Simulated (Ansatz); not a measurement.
## CdS, pressure series

Consider CdS in the zinc blende structure (space group F-43m, No. 216; a = 5.9271 Å).

Cell and atoms are relaxed at each pressure.

The values are results of PBE in Ansatz (plane waves to 420 eV, PAW, spin-orbit coupling left out), earlier PAW set, not measurements.

| pressure (GPa) | volume per atom (Å³/atom) |
|---|---|
| -2 | 27.122 |
| -1 | 26.544 |
| 0 | 26.028 |
| 3 | 24.758 |
| 7 | 23.472 |
| 15 | 21.652 |
| 30 | 19.483 |
| 50 | ? |
| 100 | 15.125 |

Task: Fit the third-order Birch–Murnaghan form P(V) = (3B₀/2)[(V₀/V)^(7/3) − (V₀/V)^(5/3)]·[1 + (3/4)(B₀′ − 4)((V₀/V)^(2/3) − 1)] (squares taken in P) to the rows shown and predict the withheld row.

Result: Least squares on the printed values gives V₀ = 26.028 Å³/atom, B₀ = 54.1 GPa, B₀′ = 4.4; this predicts 17.670 Å³/atom, and the run gives 17.678 Å³/atom, 0.008 higher.

Load acts through the strain it causes; cell and atoms are relaxed under it. Stability against distortions was not tested. Tetrahedral semiconductors of this kind turn to denser phases somewhere between about 1 and 50 GPa; those were not computed, so compressed cells here can lie past the real transition.

Ansatz is a quantum-chemistry and plane-wave program.
